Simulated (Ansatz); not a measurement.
Start from AlAsO4 (space group I-4, No. 82; a = 5.1124 Å, c = 7.5510 Å; a cell from a computed database, its experimental status unchecked). Axes: x, y, z lie along a, b, c of the conventional cell.

Modification: compressive biaxial strain of 2.22 % in the plane normal to [001], as in epitaxy on a mismatched substrate; the out-of-plane cell vector and the atoms relax.

Levels (all Ansatz, an electronic-structure program, PAW): PBEsol (420 eV, no spin-orbit coupling); r2SCAN (500 eV, spin-orbit coupling left out).

The geometry is relaxed with PBEsol.

```
Item                           Value
--------------------------  --------
PBEsol smallest direct gap   4.56 eV
PBEsol band gap              4.51 eV
PBEsol pressure             0.47 GPa
```

With r2SCAN at the same geometry, the smallest direct gap increases by 0.71 eV, from 4.56 eV to 5.27 eV; the band gap grows by 0.716 eV to 5.22 eV; the pressure drops by 2.14 GPa to -1.67 GPa.

Single points use the geometry relaxed with PBEsol. Their cutoffs differ, which shifts pressures a little. Stability against distortions was not tested.
